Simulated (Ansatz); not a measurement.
Consider Mg in the hcp (Mg type) structure (space group P6_3/mmc, No. 194; relaxed with 0.1 eV smearing).

```xyz
2
Lattice="3.1952 0.0000 0.0000 -1.5976 2.7671 0.0000 0.0000 0.0000 5.1966" Properties=species:S:1:pos:R:3 pbc="T T T"
Mg     1.5976     0.9224     3.8974
Mg     0.0000     1.8448     1.2991
```

Cartesian axes are those of the cell as printed.

Level of theory: plane-wave PAW DFT at the PBE level (Ansatz, a quantum-chemistry and plane-wave program, 420 eV), no spin-orbit coupling.

Now apply this change: uniaxial strain ε_zz = −1.50 %, all other strain components held at zero, atoms relaxed at fixed cell.

Task: Predict the stress tensor and what it implies for the stiffness.

Result: Stress of the strained cell less that of the base (GPa, compression positive):
```
    0.3     0.0     0.0
    0.0     0.3     0.0
    0.0     0.0     1.0
```

Then −Δσ_ii/ε with ε = -0.0150 gives secant stiffness values (nonlinear terms included at this strain): C33 ≈ 69 GPa, C13 ≈ 22 GPa and C23 ≈ 22 GPa.

No phonon test of stability was made.
